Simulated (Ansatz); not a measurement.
## A computed series for CdSe: response to strain

Consider CdSe in the zinc blende structure (space group F-43m, No. 216; a = 6.133 Å). Axes: x, y, z lie along the cube axes.

Strains are applied to the cell and any free atomic positions relax; under biaxial strain the out-of-plane vector relaxes too.

Level of theory: r2SCAN (Ansatz, a first-principles code, PAW, no spin-orbit coupling), earlier PAW set.

Candidates:
(a) isotropic strain +1.24 %
(b) strain tensor (xx, yy, zz, yz, xz, xy) = (−0.85, +0.12, −1.99, +0.73, +0.26, −0.49) %
(c) biaxial strain +3.82 %, plane normal [110], relaxed out of plane
(d) isotropic strain +0.56 %

Base values:

* **Band gap**: 1.03 eV

Question: Order them by band gap, lowest first.

Answer: (c) biaxial strain +3.82 %, plane normal [110], relaxed out of plane (0.70 eV), (a) isotropic strain +1.24 % (0.95 eV), (d) isotropic strain +0.56 % (1.00 eV), (b) strain tensor (xx, yy, zz, yz, xz, xy) = (−0.85, +0.12, −1.99, +0.73, +0.26, −0.49) % (1.04 eV)

A biaxial case was relaxed in a doubled cell and then solved in the primitive one. No phonon test of stability was made.
